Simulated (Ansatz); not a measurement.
Input and output of a zone-centre phonon calculation for Li3YBi2 (P-3m1, 6 atoms in the cell) (Ansatz, an electronic-structure program).

Level of theory: LDA (PW92), default PAW files made with PBE (plane waves; Ansatz).

```
Li3YBi2
1.0
    4.61481     0.00000     0.00000
   -2.30741     3.99654     0.00000
    0.00000     0.00000     7.28770
Li Y Bi
3 1 2
Cartesian
  2.30741   1.33218   2.55754
  0.00000   2.66436   4.73015
  0.00000   0.00000   3.64385
  0.00000   0.00000   0.00000
  2.30741   1.33218   5.48465
  0.00000   2.66436   1.80305
```

Reference input (self-consistent single point, DFT, LDA (PW92), plane waves, default PAW files made with PBE): basis.ecutwfc = 30.9 Ry; kpoints.mp_grid.grid = 8 8 5; hamiltonian.xc = lda; hamiltonian.pseudopotentials = {kind: paw} (the program's default PAW files); scf.occupations.method = gaussian; scf.occupations.width = 0.0073 Ry. This run's input differs from it in these lines:

Ansatz 0.2 input:
```diff
@@ -21,7 +21,5 @@
 scf:
-  occupations: { method: gaussian, width: 0.0073 Ry }
-output:
-  forces: true
-  eigenvalues: true
-  stress: true
+  occupations: { method: gaussian, width: 0.0037 Ry }
+phonons:
+  method: dfpt
```

Output, abridged:

```
SCF iter   1: F=—  HF=-28526.756982 eV  |F-HF|=—  |Δ(HF+E_count)|=         —  Δρ=4.83e-3  dr2=3.32e-2  ethr=1.77e-3  ⟨swp⟩=6.8  Hψ=12426  notcnv=0
all-band conjugate gradients solve this SCF's bands
preconditioner: auto → Kerker (q_TF=auto, 2.314 Å⁻¹)
SCF iter   2: F=—  HF=-28526.743121 eV  |F-HF|=—  |Δ(HF+E_count)|=   1.39e-2  Δρ=2.43e-3  dr2=9.68e-3  ethr=6.64e-5  ⟨swp⟩=2.0  Hψ=6179  notcnv=0  defer=55
   [... lines left out ...]
SCF iter   8: F=—  HF=-28526.739288 eV  |F-HF|=—  |Δ(HF+E_count)|=   5.80e-9  Δρ=9.52e-7  dr2=2.20e-9  ethr=4.65e-11  ⟨swp⟩=2.0  Hψ=4489  notcnv=0  defer=69
SCF iter   9: F=—  HF=-28526.739288 eV  |F-HF|=—  |Δ(HF+E_count)|=  3.71e-10  Δρ=2.69e-7  dr2=1.98e-10  ethr=4.41e-12  ⟨swp⟩=2.0  Hψ=3240  notcnv=0  defer=69
SCF iter  10: F=—  HF=-28526.739288 eV  |F-HF|=—  |Δ(HF+E_count)|=  5.46e-11  Δρ=5.92e-8  dr2=1.16e-11  ethr=1.00e-12  ⟨swp⟩=1.1  Hψ=2767  notcnv=0  defer=69
SCF iter  11: F=-28526.739288 eV  HF=-28526.739288 eV  |F-HF|=1.09e-11  |Δ(HF+E_count)|=  3.64e-12  Δρ=1.86e-8  dr2=8.34e-13  ethr=1.00e-12  ⟨swp⟩=11.3  Hψ=13372  notcnv=0
SCF 1 converged in 11 iterations: F = -28526.739288 eV  dr2 = 8.34e-13
DFPT response loops at Γ: preconditioner auto → Kerker (q_TF=auto, 2.314 Å⁻¹) (partly filled bands, converged f_vac=0.000) …
Free energy (F): -28526.739288 eV
Internal energy: -28526.737896 eV  (E = F + TS)
E sigma→0 (E₀):  -28526.738592 eV
Entropy (-TS):   -0.001392 eV (-0.232 meV/atom)
Fermi energy:    8.448187 eV
--- Phonons (Γ-DFPT): 8 representative perturbations + reference, on 93 of 320 k-points (Σ response iterations 25) ---
  k mesh reduced under 2 symmetry operations, with k and −k counted as one. Each operation leaves every solved perturbation unchanged …
  ASR residual: 1.091e-5 → 0.000e0 eV/Å²; symmetrization residual: 3.286e-6 eV/Å²
  ASR residual per site (eV/Å²): 7.97e-7 7.97e-7 7.09e-6 1.09e-5 3.44e-6 3.44e-6
  Γ frequencies (cm⁻¹): 0.00 0.00 0.00 64.96 64.96 82.20 99.75 99.75 111.29 193.61 193.61 221.76 237.28 263.07 340.74 340.74 360.67 360.67
  non-analytic LO–TO correction: not included (Born effective charges unavailable; polar crystals: no LO–TO splitting at Γ)
```

The run converged in 11 iterations. 

Summary of the result:
- Free energy E − TS (on the zero of these files): -28526.7393 eV
- Fermi level (on the code's own zero): 8.45 eV
- Zone-centre frequencies (cm⁻¹; negative means imaginary): 0, 0, 0, 65, 65, 82, 100, 100, 111, 194, 194, 222, 237, 263, 341, 341, 361, 361

The starting cell comes from a database of computed structures (which also holds hypothetical and non-ambient phases and stackings), without a prior relaxation at this level. Its lattice was rescaled by up to half a per cent.

Cost on one core of a shared machine: roughly 4 min.
